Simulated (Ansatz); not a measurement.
For CuI (model structure, from the WC type, P-6m2, No. 187), PBE in Ansatz (plane waves, PAW) gives:

- equilibrium lattice constant a: 3.952 Å
- lattice parameter c: 3.687 Å
- formation enthalpy: 0.268 eV/atom

**Question.** What does r²SCAN (Ansatz, a first-principles code, PAW) give for the same quantities?

**Answer.** 
- lattice constant a: 3.934 Å (drops by 0.5 %)
- lattice parameter c: 3.693 Å (increases by 0.2 %)
- formation enthalpy: 0.230 eV/atom (falls by 0.038 eV/atom)

Changes are worked out from the printed values.

Unless a cell is named, each level is at its own relaxed cell (PBE 24.93, r²SCAN 24.75 Å³/atom).

Levels without +SOC leave out spin–orbit coupling, which shifts energies and cells of such heavy elements.

Ansatz's density-functional and Hartree–Fock values are scalar-relativistic unless marked +SOC, with PAW data made under PBE.

A model structure was made by putting elements into a prototype or built by hand; it is no filed structure, need not be a known phase, and can be a saddle point held by its symmetry.
